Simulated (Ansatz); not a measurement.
**Worked sum: formation energy of the neutral V_Si in MoSi2 (I4/mmm)**

This concerns the formation energy of the neutral V_Si in MoSi2 (I4/mmm). Reaction: 18 MoSi2 (I4/mmm) → cell A + Si (diamond).

A: a supercell of 54 sites of MoSi2 (I4/mmm) with one empty Si site amid 1 Si and 5 Mo; spin state with PBE: run without spin.

Method: Ansatz (a first-principles code), PAW, neutral cells at 0 K with nuclei at rest, on structures from PBE. Ansatz runs with its default PAW set. Other levels take these structures. The lattices are those relaxed with PBE, so at other levels the solids can be strained, which adds to the spread. Larger cells are relaxed from a start prepared with the learned potential CHGNet, on a coarser mesh till forces fall under 0.03 eV/Å, which some starts already meet. A dispersion term (D3(BJ), or D4 for r2SCAN) was computed beside these levels and is taken off wherever the name lacks it. The PAW files were made for PBE and serve at the other functionals too. Space groups of crystals are read within 0.01 Å. Mesh and cell size may move defect energies by 0.1 eV or more. The value holds for the reservoirs listed; other chemical potentials shift it. Cell A has symmetry P4mm within 0.02 Å and got no random move, so less symmetric positions, which may lie lower, weren't tried.

Total energies of the cells in eV, at zero smearing width. They compare only within one column; the weights balance every element.

| cell | atoms | weight | r2SCAN | r2SCAN+D4 |
|---|---|---|---|---|
| A: MoSi2:V_Si | 53 | +1 | -111806.36873 | -111816.25568 |
| Si (diamond) | 2 | +1/2 | -1278.13039 | -1278.36436 |
| MoSi2 (I4/mmm) | 54 | −1 | -112448.49720 | -112458.71405 |

r2SCAN: (-111806.36873) + 1/2 × (-1278.13039) − (-112448.49720) = 3.063 eV.

r2SCAN+D4: (-111816.25568) + 1/2 × (-1278.36436) − (-112458.71405) = 3.276 eV.

What follows from the r2SCAN value: The value above is the Si-rich limit, with Si (diamond) as reservoir. The host forms with -0.47 eV/atom at this level, so before it gives way to its other element Δμ(Si) can go down to -0.47 × 3/2 = -0.70 eV (other compounds may narrow the range). The defect releases 1 Si, so the Si-poor limit is 3.06 + 1 × (-0.70) = 2.36 eV.

With the reservoirs of the reaction as written, and without entropy terms or charged states, the share of sites that hold the defect in equilibrium is exp(−3.06 eV/k_BT) = 3.8×10^-16 at 1000 K.
